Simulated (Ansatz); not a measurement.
**SnO (model structure, started from the CsCl type, Pm-3m, No. 221, 2 atoms in the cell): properties by level of theory**

| level (code) | lattice parameter a (Å) | formation enthalpy (eV/atom) |
|---|---|---|
| PBE (Ansatz) | 3.132 | ___ |
| PBEsol (Ansatz) | 3.081 | -0.576 |
| PBE-D3(BJ) (Ansatz) | 3.104 | -0.593 |
| r²SCAN (Ansatz) | ___ | -0.473 |

Problem. Complete the blanks.

Solution. 
- PBE (Ansatz, a quantum-chemistry and plane-wave program), formation enthalpy (eV/atom): -0.511
- r²SCAN (Ansatz), lattice parameter a (Å): 3.102

Ansatz's density-functional and Hartree–Fock values are scalar-relativistic unless marked +SOC, with PAW data made under PBE.

Static lattice: no zero-point or thermal effects.

A model structure was made by putting elements into a prototype or built by hand; it is no filed structure, need not be a known phase, and can be a saddle point held by its symmetry.
